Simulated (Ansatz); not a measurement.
alpha quartz: the defect Ag interstitial

All values below come from PBE, PAW (plane waves to 420 eV; Ansatz, a program for electronic structure). Cell: 72 sites, 2×2×2; final energies on a 2×2×2 Γ-centred mesh. Site at the start: void with 4O nearest, no. 2. Finite-size correction: monopole term and site-potential alignment. Dielectric constants: PBE linear response of the host. Host gap at this level: 5.68 eV. Finite-size and sampling errors can reach tenths of an eV here. The semilocal functional narrows the gap, so deep levels can fall outside it. Spin–orbit coupling is left out. Each state is the lowest found from its start.

Formation energies E_f are given with the Fermi level at the valence-band maximum. Chemical conditions: O-rich (Δμ(Ag) = -0.14 eV, bounded by Ag2O (Pn-3m); only phases computed here count, gases as isolated molecules at 0 K). Reference phases: Ag: fcc Ag.

The name describes the start; the neighbours show where the added atom ended.

| charge | moment (μB) | point group | largest move off a lattice site (Å) | neighbours of the added atom at the end (Å) | image correction with alignment (eV) | E_f, O-rich (eV) |
|---|---|---|---|---|---|---|
| +1 | not spin-polarised | C2 | 0.47 | O 2.28, O 2.28, O 2.55, O 2.56, O 2.62, O 2.63 | 0.78 | 0.10 |
| 0 | 1.0 | – | 0.66 | O 2.46, O 2.47, O 2.70, O 2.71, Si 2.74, Si 2.77 | 0.00 | 4.62 |

Point groups are those of the whole cell at tolerances of 0.03 and 0.1 Å ("near" where only the looser one holds); none is given for unsettled states.

No other site or start that was run ended lower by more than 0.1 eV.

Transition levels above the valence-band maximum: ε(+1/0) = 4.51 eV. On the lower envelope of the bound states, inside the gap: (+1/0) at 4.51 eV.

Flagged in the runs: a host whose relaxation on this sampling wasn't shown to rest, a strain field that reaches the edge of the cell.
